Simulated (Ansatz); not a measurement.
**InSb, element substitutions**

The reference is InSb in the zinc blende structure (space group F-43m, No. 216).

```xyz
2
Lattice="0.0000 3.2780 3.2780 3.2780 0.0000 3.2780 3.2780 3.2780 0.0000" Properties=species:S:1:pos:R:3 pbc="T T T"
Sb     4.9169     4.9169     4.9169
In     0.0000     0.0000     0.0000
```

Each row replaces one element on all its sites; cell and atoms are relaxed.

Levels (all Ansatz, a quantum-chemistry and plane-wave program, PAW): r2SCAN (500 eV, no spin-orbit coupling); HSE06 (420 eV, spin-orbit coupling left out).

Band gaps by level, all at the geometries relaxed with r2SCAN:

```csv
case,r2SCAN,HSE06
base,zero,0.26 eV
In → Ga,0.41 eV,0.77 eV
Sb → P,1.03 eV,1.36 eV
```

Single points use the geometry relaxed with r2SCAN. The hybrid gap comes from the SCF mesh plus the semilocal run's edge points and a few special points and is an upper bound. Spin-orbit coupling, missing from the scalar runs, can matter with Sb. Whether these cells are dynamically stable was not tested. The final runs are not spin-polarised. Gaps under 0.05 eV, about the width of the smearing, are given as zero. The zero or small gap of InSb can change with the level of theory.
